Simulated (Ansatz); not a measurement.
Output of an Ansatz run (abridged):

```
WARN the atoms were moved onto the symmetric positions of the space group found under crystal.symmetry.tolerance 1.0e-5 (fractional …
WARN basis.ecutwfc = 420 eV, the default
WARN ansatz: RAYON_NUM_THREADS=1 ignored (pool sized by the plan → 1); use --threads N
Pseudopotentials: kind: paw
Pseudopotential: Ti, paw, valence charge 12
Pseudopotential: Cu, paw, valence charge 19
Pseudopotential: Sn, paw, valence charge 14
Crystal: 6 atoms, lattice volume = 93.984 Å³
Basis set: ecut = 420 eV, 1861 PW (Γ)
Bands: 54, of which v1, the nominal top of the filled ones, is band 45 counted from 1 (44 counted from 0)
Symmetry: 12 space group operations
Space group: P63mc (ITA 186), of the structure as read, at distance tolerance 4.5e-5 Å
k-points: 21 of 144 (time reversal used)
PAW frozen core: Ti, regenerated for the run's functional, and the local potential with it
PAW frozen core: Cu, regenerated for the run's functional, and the local potential with it
PAW frozen core: Sn, regenerated for the run's functional, and the local potential with it
Initial density: superposition of atomic densities (neutral atoms: chi_scale 0, normalization atom), corrected by the library's trained network
Initial wavefunctions: pseudopotential atomic-orbital guess
Eigensolver: davidson
Functional: x = slater, c = lda
SCF iter   1: F=—  HF=-29772.880022 eV  |F-HF|=—  |Δ(HF+E_count)|=         —  Δρ=1.13e-2  dr2=6.88e-2  ethr=1.77e-3  ⟨swp⟩=6.1  Hψ=4131  notcnv=0
all-band conjugate gradients solve this SCF's bands
preconditioner: auto → Kerker (q_TF=auto, 2.709 Å⁻¹)
SCF iter   2: F=—  HF=-29772.863358 eV  |F-HF|=—  |Δ(HF+E_count)|=   1.67e-2  Δρ=5.19e-3  dr2=2.51e-2  ethr=7.64e-5  ⟨swp⟩=2.9  Hψ=2398  notcnv=0
SCF iter   3: F=—  HF=-29772.859932 eV  |F-HF|=—  |Δ(HF+E_count)|=   3.43e-3  Δρ=2.47e-3  dr2=4.48e-3  ethr=2.78e-5  ⟨swp⟩=2.0  Hψ=1358  notcnv=0
SCF iter   4: F=—  HF=-29772.858936 eV  |F-HF|=—  |Δ(HF+E_count)|=   9.96e-4  Δρ=4.37e-4  dr2=2.43e-4  ethr=4.98e-6  ⟨swp⟩=2.0  Hψ=1481  notcnv=0
SCF iter   5: F=—  HF=-29772.858883 eV  |F-HF|=—  |Δ(HF+E_count)|=   5.32e-5  Δρ=1.50e-4  dr2=2.27e-5  ethr=2.69e-7  ⟨swp⟩=2.0  Hψ=1549  notcnv=0
SCF iter   6: F=—  HF=-29772.858883 eV  |F-HF|=—  |Δ(HF+E_count)|=   6.03e-7  Δρ=2.41e-5  dr2=7.09e-7  ethr=2.52e-8  ⟨swp⟩=2.0  Hψ=1747  notcnv=0
SCF iter   7: F=—  HF=-29772.858883 eV  |F-HF|=—  |Δ(HF+E_count)|=   7.95e-8  Δρ=1.17e-5  dr2=1.52e-7  ethr=1.11e-10  ⟨swp⟩=6.8  Hψ=4877  notcnv=0
SCF iter   8: F=-29772.858883 eV  HF=-29772.858883 eV  |F-HF|=2.98e-8  |Δ(HF+E_count)|=   4.70e-8  Δρ=5.25e-6  dr2=2.25e-8  ethr=1.11e-10  ⟨swp⟩=4.4  Hψ=3988  notcnv=0
SCF 1 converged in 8 iterations: F = -29772.858883 eV  dr2 = 2.25e-8
SCF converged after 8 iterations
Free energy (F): -29772.858883 eV
Harris-Foulkes:  -29772.858883 eV  (|F-HF|=2.98e-8)
Internal energy: -29772.742978 eV  (E = F + TS)
E sigma→0 (E₀):  -29772.800931 eV
Entropy (-TS):   -0.115905 eV (-19.318 meV/atom)
Fermi energy:    15.931310 eV
--- Per-component energies (eV) ---
  E_band       = -1062.686035
  E_kinetic    = 1534.569215
  E_local      = -12087.225816  (includes V_loc(G=0)·N_el)
  E_nonlocal   = 758.726963
  E_hartree    = 5688.566326
  E_xc         = -1134.750940
  E_vxc        = -678.938866  (∫ρ·V_xc dr)
  E_paw        = -13180.252136  (= ΣΔE_a)
  E_vpaw       = -1966.934371  (= ΣTr[D̂ρ^β])
  E_aug_tail   = 0.000597  (compensation charges beyond the density's cutoff)
  E_ewald      = -11354.778204
  E_core_change = 2.401017  (= ΣΔE_core)
  E_smearing   = -0.115905  (= −TS)
  E_closure    = -0.000000  (closes the sum)
  Σ components = -29772.858883   (vs F -29772.858883, Δ=0.00e0)
--- Forces (eV/Å), atoms counted from 1 ---
  atom   1  Ti     0.00000000     0.00000000     0.00962248
  atom   2  Ti    -0.00000000    -0.00000000     0.00962248
  atom   3  Cu     0.00000000     0.00000000     0.04212095
  atom   4  Cu     0.00000000    -0.00000000     0.04212095
  atom   5  Sn     0.00000000     0.00000000    -0.05175723
  atom   6  Sn     0.00000000    -0.00000000    -0.05175723
  max |Σ_I F_I| component: 2.76e-5 eV/Å
--- Stress (GPa, compression-positive) ---
        1.481036       0.000000       0.000000
        0.000000       1.481036      -0.000000
        0.000000      -0.000000       1.714447
  P = ⅓ Tr σ = 1.5588 GPa (15.588 kbar)
  The stress holds the Pulay correction. Without it, at fixed plane waves, as pw.x and ABINIT print it: P = 1.4788 GPa
--- Band table (eV; the first three rows and the last of 21) ---
  k-point 0: bands = ["-96.7385", "-96.7385", "-54.6119", "-54.6119", "-54.6118", "-54.6118", "-54.4409", "-54.4406", "-40.6230", "-40.5853", "-17.3045", "-17.3045", "-17.2647", "-17.2647", "-17.2039", "-16.8649", "-5.3920", "-5.3920", "-5.3862", [...]
  k-point 1: bands = ["-96.7385", "-96.7385", "-54.6119", "-54.6119", "-54.6118", "-54.6118", "-54.4409", "-54.4406", "-40.6175", "-40.5908", "-17.2987", "-17.2987", "-17.2705", "-17.2705", "-17.1552", "-16.9155", "-5.3879", "-5.3879", "-5.3835", [...]
  k-point 2: bands = ["-96.7385", "-96.7385", "-54.6119", "-54.6119", "-54.6119", "-54.6119", "-54.4408", "-54.4408", "-40.6042", "-40.6042", "-17.2846", "-17.2846", "-17.2846", "-17.2846", "-17.0363", "-17.0363", "-5.3826", "-5.3826", "-5.3826", [...]
  k-point 20: bands = ["-96.7385", "-96.7385", "-54.6120", "-54.6120", "-54.6119", "-54.6119", "-54.4408", "-54.4408", "-40.6037", "-40.6037", "-17.2925", "-17.2925", "-17.2907", "-17.2907", "-17.0347", "-17.0347", "-5.3869", "-5.3869", "-5.3767", [...]
```

The structure:

```
CELL_PARAMETERS angstrom
      4.29642     0.00000     0.00000
     -2.14821     3.72081     0.00000
      0.00000     0.00000     5.87911
ATOMIC_POSITIONS crystal
  Ti 0.00000 0.00000 0.49862
  Ti 0.00000 0.00000 0.99862
  Cu 0.66667 0.33333 0.27983
  Cu 0.33333 0.66667 0.77983
  Sn 0.66667 0.33333 0.74355
  Sn 0.33333 0.66667 0.24355
```

Write an input that gives this output.

Other spellings and defaults could give the same log, and not every line can be read from it. The input that was run (DFT, LDA (PW92), plane waves, default PAW files made with PBE):

Ansatz 0.2 input:
```yaml
# TiCuSn
crystal:
  lattice:
    - [4.296421, 0.000000, 0.000000]
    - [-2.148211, 3.720810, 0.000000]
    - [0.000000, 0.000000, 5.879107]
  atoms:
    - { symbol: Ti, position: [0.000000, 0.000000, 0.498620] }
    - { symbol: Ti, position: [0.000000, 0.000000, 0.998620] }
    - { symbol: Cu, position: [0.666667, 0.333333, 0.279830] }
    - { symbol: Cu, position: [0.333333, 0.666667, 0.779830] }
    - { symbol: Sn, position: [0.666667, 0.333333, 0.743550] }
    - { symbol: Sn, position: [0.333333, 0.666667, 0.243550] }
kpoints:
  mp_grid: { grid: [6, 6, 4] }
hamiltonian:
  xc: lda
  pseudopotentials: { kind: paw }
scf:
  occupations: { method: fermi_dirac, width: 0.0073 Ry }
output:
  forces: true
  eigenvalues: true
  stress: true
```

The starting cell comes from a database of computed structures (which also holds hypothetical and non-ambient phases and stackings), without a prior relaxation at this level. Its lattice was rescaled by a random factor within 2.5 % of one. Spin polarisation is off. Ansatz's pressure includes its estimate of the finite-basis (Pulay) stress.

Ansatz is a quantum-chemistry and plane-wave program.
